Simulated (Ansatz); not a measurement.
AlN in the wurtzite structure (space group P6_3mc, No. 186)

Space group P6₃mc (No. 186); a = 3.089 Å, b = 3.089 Å, c = 4.943 Å, α = 90.00°, β = 90.00°, γ = 120.00°

```
atom  site  symmetry       x       y       z
----  ----  --------  ------  ------  ------
Al      2b       3m.  0.3333  0.6667  0.0000
N       2b       3m.  0.3333  0.6667  0.3820
```

All numbers come from Ansatz (a quantum-chemistry and plane-wave program) LDA, without spin-orbit coupling. Γ-centred 12×12×7 mesh, Fermi–Dirac width 0.05 eV.

```yaml
volume_per_atom: 10.21 Å³
density: 3.33 g/cm³
band_gap: 4.42 eV, direct at Γ
electron_mass: 0.32 mₑ
total_energy: -444.929 eV/atom (σ→0; compares only within this code and set-up)
```

Masses are band curvatures over ±0.01 Å⁻¹ around the edge. Stability against distortions was not tested.
